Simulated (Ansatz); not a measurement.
The starting structures come from a database of crystals and need not be the phases stable at ambient conditions.

Tunnelling through a barrier is set by its complex band structure: the current falls as exp(−2κd) with the smallest κ.

Given:

```
GaCl3
1.0
    6.94725     0.00848    -0.01155
    3.36452     6.06127    -0.04568
   -3.41444    -1.98810     5.65836
Ga Cl
2 6
Direct
  0.23302   0.08533   0.65925
  0.76698   0.91467   0.34075
  0.00026   0.99981   0.26142
  0.99974   0.00019   0.73858
  0.43418   0.18412   0.30891
  0.56582   0.81588   0.69109
  0.80009   0.55265   0.17661
  0.19991   0.44735   0.82339
```

Space group of this cell: P-1. The cell was relaxed by PBE-D3(BJ); by PBEsol its mean pressure is -0.6 GPa.

Transport runs along the normal of the first two printed cell vectors.

The gap is the functional's own. No spin-orbit coupling. Mid-gap values are interpolated on the energy grid.

Question: Predict the band gap and the smallest decay constant κ at mid-gap from PBEsol in Ansatz (an electronic-structure program).

Answer: Gap 3.91 eV on a 6×6×6 mesh; κ = 0.358 1/Å, at the zone centre.
